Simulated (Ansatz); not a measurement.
# fcc Cu (0 0 1) on anatase TiO2 (0 0 1) (film strained to the substrate, started from cuts of the bulks and a machine-learned relaxation; slabs Ti8O16 and Cu12, which can lie off the formulas)

A periodic stack without vacuum, fcc Cu (0 0 1) on anatase TiO2 (0 0 1) (film strained to the substrate, started from cuts of the bulks and a machine-learned relaxation; slabs Ti8O16 and Cu12, which can lie off the formulas): substrate slab Ti8O16, film Cu12, surface cells [[0, 1], [-1, 0]] and [[0, -1], [2, 1]], film strained by +4.6 and +4.6 %, outermost planes O/O and Cu/Cu as cut, which need not be the usual terminations and can put a slab off its formula.

The start was prepared with a machine-learned potential, and the result is one local minimum, with the in-plane cell held and forces under 0.04 eV/Å; the film can end far from its bulk form.

All values below come from PBE (plane waves to 420 eV, PAW; Ansatz, a first-principles code). No spin–orbit coupling; the runs are not spin-polarised; PBE gaps are too small against experiment. Its k-point mesh 8×8×1, Fermi–Dirac width 0.05 eV.

```
Property                                                                                                                                                                              Result
--------------------------------------------------------------------------------  ----------------------------------------------------------------------------------------------------------
interface area                                                                                                                                                                       14.4 Å²
period                                                                                                                                                                               30.30 Å
heights between the nearest atoms of the two slabs at the two interfaces                                                                                                     1.95 and 1.95 Å
Cu–Ti contacts across the interfaces within 1.22 times the sum of covalent radii                                                                                              8, mean 3.14 Å
Cu–O contacts across the interfaces within 1.22 times the sum of covalent radii                                                                                               2, mean 1.95 Å
estimate of the barrier                                                           withheld, since the Fermi level falls at or inside a band of the host, which a slab this thin can't settle
```

```
CELL_PARAMETERS angstrom
      3.79836    -0.00064     0.05703
     -0.00071     3.79761     0.09563
      1.40544     1.08008    30.35793
ATOMIC_POSITIONS crystal
  Ti 0.52073 0.12529 0.04460
  Ti 0.90048 0.00694 0.28308
  O  0.39322 0.99915 0.29688
  O  0.50527 0.61929 0.05686
  O  0.02026 0.13344 0.02916
  O  0.48848 0.09355 0.10886
  Ti 0.93883 0.54636 0.20325
  Ti 0.47801 0.58591 0.12343
  O  0.97173 0.57958 0.13681
  O  0.93137 0.03931 0.21680
  O  0.44599 0.55332 0.18892
  O  0.90783 0.51375 0.26903
  Ti 0.36076 0.96748 0.36291
  Ti 0.74451 0.84885 0.60137
  O  0.22630 0.84134 0.61683
  O  0.35369 0.46030 0.37696
  O  0.86763 0.97488 0.34911
  O  0.32736 0.93493 0.42918
  Ti 0.78102 0.38779 0.52255
  Ti 0.32080 0.42814 0.44274
  O  0.81350 0.42085 0.45707
  O  0.77792 0.88069 0.53711
  O  0.28782 0.39473 0.50917
  O  0.73814 0.35534 0.58912
  Cu 0.66602 0.77855 0.73868
  Cu 0.16541 0.27788 0.73986
  Cu 0.19523 0.80725 0.68132
  Cu 0.69193 0.30427 0.68653
  Cu 0.61048 0.72309 0.85034
  Cu 0.11027 0.22273 0.85107
  Cu 0.13799 0.75062 0.79490
  Cu 0.63772 0.25022 0.79564
  Cu 0.55654 0.66897 0.95944
  Cu 0.05440 0.16609 0.96468
  Cu 0.08284 0.69544 0.90611
  Cu 0.58257 0.19474 0.90730
```
